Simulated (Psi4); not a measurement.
Psi4 1.11, PBE/def2-svp: Al(Me)2(F) ([CH3][Al]([CH3])[F]), 10 atoms. The geometry is a generated start, not checked to be a minimum at this level.

```
Item                                                 Value
--------------------------  ------------------------------
task                                                energy
method                                                 pbe
basis                                             def2-svp
memory                                                3 GB
maxiter                                                100
keys of the molecule block                     symmetry c1
scf_type                                      df (default)
guess                       auto, which took SAD (default)
scf_initial_accelerator                    adiis (default)
e_convergence                              1e-06 (default)
d_convergence                              1e-06 (default)
dft_radial_points                             75 (default)
dft_spherical_points                         302 (default)
basis functions                                         90
grid points                                         216957
```

```xyz
10

Al    -0.4213     0.3111    -0.3794
C      1.4055     0.0479    -1.1192
H      1.7836    -0.9594    -0.9298
H      2.1340     0.7353    -0.6813
H      1.4241     0.2113    -2.2016
C     -1.0999    -0.2718     1.3954
H     -1.6696    -1.2033     1.3312
H     -1.7699     0.4703     1.8385
H     -0.2861    -0.4490     2.1026
F     -1.5004     1.1077    -1.3565
```

One run each on 2 threads. Values of diis_max_vecs tried: 3, 6, 10 (default), 20.

Problem. Predict the course of the SCF iterations along this series.

Solution. Fewest SCF iterations, within one of each other: 6 with 10, 10 (default) with 9, 20 with 9. The count rises to 14 at 3. All converge to one solution.

```csv
diis_max_vecs,SCF iterations,end
3,14,same solution
6,10,same solution
10 (default),9,same solution
20,9,same solution
```
